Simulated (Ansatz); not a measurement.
Worked example: relaxation of cell and atoms of Li₃Au (Fm-3m, 4 atoms in the cell) in Ansatz (a program for electronic structure).

Method: PBEsol, default PAW files made with PBE (plane waves; Ansatz).

The change in words: atoms on their sites; basis.ecutwfc: 30.9 Ry → 46.3 Ry; relax: default → cell and atoms. Reference geometry:
```
Li3Au
1.0
    0.00000     3.11605     3.11605
    3.11605     0.00000     3.11605
    3.11605     3.11605     0.00000
Li Au
3 1
Direct
  0.25000   0.25000   0.25000
  0.75000   0.75000   0.75000
  0.50802   0.50802   0.49198
  0.00000   0.00000   0.00000
```

Reference input (self-consistent single point, DFT, PBEsol, plane waves, default PAW files made with PBE): basis.ecutwfc = 30.9 Ry; kpoints.mp_grid.grid = 9 9 9; hamiltonian.xc = pbesol; hamiltonian.pseudopotentials = {kind: paw} (the program's default PAW files); scf.occupations.method = gaussian; scf.occupations.width = 0.0073 Ry. This run's input differs from it in these lines:

Ansatz 0.2 input:
```diff
@@ -8,6 +8,6 @@
     - { symbol: Li, position: [0.750000, 0.750000, 0.750000] }
-    - { symbol: Li, position: [0.508023, 0.508023, 0.491977] }
+    - { symbol: Li, position: [0.500000, 0.500000, 0.500000] }
     - { symbol: Au, position: [0.000000, 0.000000, 0.000000] }
 basis:
-  ecutwfc: 30.9 Ry
+  ecutwfc: 46.3 Ry
 kpoints:
@@ -23,2 +23,4 @@
     width: 0.0073 Ry
+relax:
+  cell: {}
 output:
```

The program printed (abridged):

```
   [... SCF lines of the steps left out ...]
relax step   1: F+E_penalty+E_count = -13617.56630484 eV  Δ(F+E_penalty+E_count) = +0.000e0 eV  max|allowed force component| = 4.626e-18 eV/Å  Δτ_max = 0.0000 Å  P = -0.180 GPa  Ω = 60.512 Å³  (6 SCF iters, dr2 threshold 1.00e-7 eV, accepted)
relax step   2: F+E_penalty+E_count = -13617.56647879 eV  Δ(F+E_penalty+E_count) = -1.739e-4 eV  max|allowed force component| = 8.095e-17 eV/Å  Δτ_max = 0.0000 Å  P = +0.019 GPa  Ω = 60.181 Å³  energy of the carried Pulay correction = +6.234e-6 eV  [...]
relax step   3: F+E_penalty+E_count = -13617.56647113 eV  Δ(F+E_penalty+E_count) = +7.655e-6 eV  max|allowed force component| = 7.401e-17 eV/Å  Δτ_max = 0.0000 Å  P = +0.019 GPa  Ω = 60.181 Å³  stress off target by 1.92e-2 GPa  SCF on the basis [...]
basis re-selected at this cell: Δ(F+E_penalty+E_count) = +7.655e-6 eV, ΔP = -0.000 GPa vs the last step
the relaxation is at rest under the 48 symmetry operations that the run kept from its start: a minimum is not shown …
Stability not checked: this state was not tested for a lower state beside it, because too few of the mixer's solves of this state at the end of the SCF gave a …
Free energy (F): -13617.566471 eV
Internal energy: -13617.557489 eV  (E = F + TS)
   [... lines left out ...]
Fermi energy:    7.305659 eV
  cell:  # Å, volume = 60.1808 Å³
   [... lines left out ...]
    - [3.1103509292933342, -3.566760423026914e-34, 3.1103509292933342]
    - [3.1103509292933342, 3.1103509292933342, -3.8215290246716934e-35]
  atoms:
    - { symbol: Li, position: [0.25, 0.25, 0.25] }
    - { symbol: Li, position: [0.75, 0.75, 0.75] }
    - { symbol: Li, position: [0.5, 0.5, 0.5] }
    - { symbol: Au, position: [9.496368353056428e-36, -1.464694101912093e-35, -1.6578405768895118e-35] }
```

The run converged. 

Summary of the result:
Free energy E − TS (on the zero of these files): -13617.5665 eV
Fermi level (on the code's own zero): 7.31 eV
Pressure: 0.02 GPa
Final cell: a = 4.3987 Å, b = 4.3987 Å, c = 4.3987 Å, α = 60.00°, β = 60.00°, γ = 60.00°
Final volume per atom: 15.05 Å³
Relaxation steps: 3

The starting cell comes from a database of computed structures (which also holds hypothetical and non-ambient phases and stackings), without a prior relaxation at this level. Its lattice was rescaled by up to half a per cent. The relaxation keeps the symmetry of its start, so its end need not be a minimum. Ansatz's pressure includes its estimate of the finite-basis (Pulay) stress.
